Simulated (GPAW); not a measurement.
**A self-consistent single point of HfIr₃ (Pm-3m, 4 atoms in the cell) with GPAW**

Method of the run: PBEsol, GPAW PAW datasets PBEsol (made by gpaw-setup) (plane waves; GPAW 25.7.0).

This input was run:

```python
from ase import Atoms
from ase.units import GPa
from gpaw import GPAW

atoms = Atoms(['Hf', 'Ir', 'Ir', 'Ir'],
              cell=[[3.870902, 0.000000, 0.000000],
                    [0.000000, 3.870902, 0.000000],
                    [0.000000, 0.000000, 3.870902]],
              scaled_positions=[[0.000000, 0.000000, 0.000000],
                                [0.000000, 0.500000, 0.500000],
                                [0.500000, 0.000000, 0.500000],
                                [0.500000, 0.500000, 0.000000]],
              pbc=True)

calc = GPAW(mode={'name': 'pw', 'ecut': 600},
            xc='PBEsol',
            kpts=(7, 7, 7),
            occupations={'name': 'methfessel-paxton', 'width': 0.2, 'order': 0},
            nbands=-10,
            convergence={'forces': 0.001},
            symmetry={'symmorphic': False, 'tolerance': 0.0005},
            maxiter=100,
            txt='-')

atoms.calc = calc

energy = atoms.get_potential_energy()
print('Energy (eV):', round(energy, 6))
forces = atoms.get_forces()
print('Forces (eV/Ang):')
print(forces.round(5))
stress = atoms.get_stress()
print('Stress (GPa, Voigt):', (stress / GPa).round(4))
```

Output, abridged:

```
Input parameters:
  convergence: {forces: 0.001}
  kpts: [7 7 7]
  maxiter: 100
  mode: {ecut: 600,
         name: pw}
  nbands: -10
  occupations: {name: methfessel-paxton,
                order: 0,
                width: 0.2}
  symmetry: {symmorphic: False,
             tolerance: 0.0005}
  xc: PBEsol

species:
  Hf:
    name: Hafnium
    Z: 72.0
    valence: 12
    core: 60
    charge: 0.0
    file: Hf.PBEsol.gz

    # Using partial waves for Hf as LCAO basis

  Ir:
    name: Iridium
    Z: 77.0
    valence: 15
    core: 62
    charge: 0.0
    file: Ir.PBEsol.gz

    # Using partial waves for Ir as LCAO basis

Reference energy: -1862806.020781  # eV

Spin-paired calculation

Convergence criteria:
 Maximum [total energy] change in last 3 cyles: 0.0005 eV / valence electron
 Maximum integral of absolute [dens]ity change: 0.0001 electrons / valence electron
 Maximum integral of absolute [eigenst]ate change: 4e-08 eV^2 / valence electron
 Maximum change in the atomic [forces] across last 2 cycles: 0.001 eV/Ang OR
Maximum error relative to the maximum force is below inf
 Maximum number of scf [iter]ations: 100

Symmetries present (total): 48
Symmetries with fractional translations: 0
343 k-points: 7 x 7 x 7 Monkhorst-Pack grid
20 k-points in the irreducible part of the Brillouin zone
       k-points in crystal coordinates                weights
   0:     0.00000000    0.00000000    0.00000000          1/343
   1:     0.14285714    0.00000000    0.00000000          6/343
   2:     0.14285714    0.14285714    0.00000000         12/343
   [... 7 lines left out ...]
          ...
  19:     0.42857143    0.42857143    0.42857143          8/343

Wave functions: Plane wave expansion
  Cutoff energy: 600.000 eV
  Number of coefficients (min, max): 1919, 1949
  Pulay-stress correction: 0.000000 eV/Ang^3 (de/decut=0.000000)

Occupation numbers: Methfessel-Paxton:
  width: 0.2000  # eV
  order: 0

Eigensolver

Densities:
  Coarse grid: 24*24*24 grid
  Fine grid: 48*48*48 grid
  Total Charge: 0.000000

Density mixing:
  Method: separate
  Backend: pulay
  Linear mixing parameter: 0.05
  old densities: 5
  Damping of long wavelength oscillations: 50

Hamiltonian:
  XC and Coulomb potentials evaluated on a 48*48*48 grid
  External potential:
    NoExternalPotential

XC parameters: PBEsol with 2 nearest neighbor stencil

Number of atoms: 4
Number of atomic orbitals: 49
Number of bands in calculation: 38
Number of valence electrons: 57
Bands to converge: occupied

Density initialized from atomic densities
  38 bands from LCAO basis set

Atomic positions and initial magnetic moments

Positions:
   0 Hf     0.000000    0.000000    0.000000    ( 0.0000,  0.0000,  0.0000)
   1 Ir     0.000000    1.935451    1.935451    ( 0.0000,  0.0000,  0.0000)
   2 Ir     1.935451    0.000000    1.935451    ( 0.0000,  0.0000,  0.0000)
   3 Ir     1.935451    1.935451    0.000000    ( 0.0000,  0.0000,  0.0000)

Unit cell:
           periodic     x           y           z      points  spacing
  1. axis:    yes    3.870902    0.000000    0.000000    24     0.1613
  2. axis:    yes    0.000000    3.870902    0.000000    24     0.1613
  3. axis:    yes    0.000000    0.000000    3.870902    24     0.1613

  Lengths:   3.870902   3.870902   3.870902
  Angles:   90.000000  90.000000  90.000000

Effective grid spacing dv^(1/3) = 0.1613

     iter     time        total  log10-change:
                         energy   eigst   dens  force
iter:   1 --:--:--   -42.386309
iter:   2 --:--:--   -42.409657   -1.05  -1.47
iter:   3 --:--:--   -42.143541   -1.92  -1.47
iter:   4 --:--:--   -42.214321   -1.58  -1.62
iter:   5 --:--:--   -42.128154   -1.93  -1.94
iter:   6 --:--:--   -42.129662   -3.30  -2.25
iter:   7 --:--:--   -42.209252   -2.70  -2.24
iter:   8 --:--:--   -42.101372   -2.16  -1.98
iter:   9 --:--:--   -42.102687   -3.55  -3.23
iter:  10 --:--:--   -42.102818c  -4.71  -3.01
iter:  11 --:--:--   -42.102322c  -4.34  -2.93
iter:  12 --:--:--   -42.102572c  -5.60  -3.31
iter:  13 --:--:--   -42.102148c  -4.20  -3.21
iter:  14 --:--:--   -42.102309c  -4.51  -3.35
iter:  15 --:--:--   -42.102049c  -5.32  -3.43
iter:  16 --:--:--   -42.102081c  -5.31  -3.81
iter:  17 --:--:--   -42.102090c  -5.92  -3.81
iter:  18 --:--:--   -42.102087c  -7.54c -4.17c
iter:  19 --:--:--   -42.102070c  -6.87  -4.27c
iter:  20 --:--:--   -42.102070c  -7.82c -4.58c -29.16c

Converged after 20 iterations.

Dipole moment: (-0.000000, -0.000000, -0.000000) |e|*Ang

Energy contributions relative to reference atoms: (reference = -1862806.020781)

Kinetic:        +44.375869
Potential:      -39.855901
External:        +0.000000
XC:             -45.537365
Entropy (-ST):   -0.056221
Local:           -1.056563
SIC:             +0.000000
--------------------------
Free energy:    -42.130181
Extrapolated:   -42.102070

Showing only first 2 kpts
 Kpt  Band  Eigenvalues  Occupancy
  0    26     16.20119    0.00000
  0    27     16.20119    0.00000
  0    28     16.20119    0.00000
  0    29     17.18816    0.00000

  1    26     14.82136    0.00000
  1    27     15.24075    0.00000
  1    28     15.84547    0.00000
  1    29     16.20225    0.00000

Fermi level: 14.15027

No gap
No difference between direct/indirect transitions
Energy (eV): -42.10207

Forces in eV/Ang:
  0 Hf   -0.00000   -0.00000   -0.00000
  1 Ir    0.00000    0.00000    0.00000
  2 Ir    0.00000    0.00000    0.00000
  3 Ir    0.00000    0.00000    0.00000

Stress tensor:
    -0.083089     0.000000     0.000000
     0.000000    -0.083089     0.000000
     0.000000     0.000000    -0.083089
Stress (GPa, Voigt): [-13.3123 -13.3123 -13.3123   0.       0.       0.    ]
```

The run converged in 20 iterations. GPAW prints stress with tension positive.

The starting cell comes from a database of computed structures (which also holds hypothetical and non-ambient phases and stackings), without a prior relaxation at this level. Its lattice was rescaled by a random factor within 2.5 % of one. Spin-orbit coupling is off. Spin polarisation is off. With a pressure of about 13 GPa the cell is away from its equilibrium volume at this level.

Cost on one core of a shared machine: roughly 90 s.
